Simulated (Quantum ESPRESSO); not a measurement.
Troubleshooting Quantum ESPRESSO: a failed run on TaN (Fm-3m, 2 atoms in the cell). The aim is a zone-centre phonon calculation with DFT, revPBE, plane waves, SSSP 1.1.2 efficiency (PBE) pseudopotentials.

The self-consistent step had converged with these keywords: prefix = tan; ecutwfc = 45 Ry; ecutrho = 360 Ry; occupations = smearing; smearing = mp; degauss = 0.019992 Ry; input_dft = revpbe; potentials = {Ta: Ta_pbe_v1.uspp.F.UPF, N: N.pbe-n-radius_5.UPF}; K_POINTS = automatic 13 13 13 0 0 0; conv_thr = 1e-10 Ry. The next shown step is ph.x.

Input:

```fortran
phonons at the zone centre
&INPUTPH
 prefix = 'pwscf'
 outdir = './tmp'
 tr2_ph = 1.0d-14
 fildyn = 'dyn.G'
/
0.0 0.0 0.0
```

Output (repeated stretches shortened):

```
     Reading xml data from directory:

     ./tmp/pwscf.save/
     Message from routine qexsd_readschema :
     xml data file ./tmp/pwscf.save/data-file-schema.xml not found

 %%%%%%%%%%%%%%%%%%%%%%%%%%%%%%%%%%%%%%%%%%%%%%%%%%%%%%%%%%%%%%%%%%%%%%%%%%%%%%
     Error in routine read_xml_file (1):
     fatal error reading xml file
 %%%%%%%%%%%%%%%%%%%%%%%%%%%%%%%%%%%%%%%%%%%%%%%%%%%%%%%%%%%%%%%%%%%%%%%%%%%%%%

     stopping ...
```

Question: From the messages shown, name the fault and mend the input.

Answer: The fault is another prefix in a later step of the chain. A later step finds the saved data by prefix and folder. To fix it, use one prefix throughout. The program stopped in the step ph.x before computing anything there.

On the sound input: the starting cell comes from a database of computed structures (which also holds hypothetical and non-ambient phases and stackings), without a prior relaxation at this level. Its lattice was rescaled by a random factor within 2.5 % of one. Spin polarisation is off. With a pressure of about 25 GPa the cell is away from its equilibrium volume at this level.
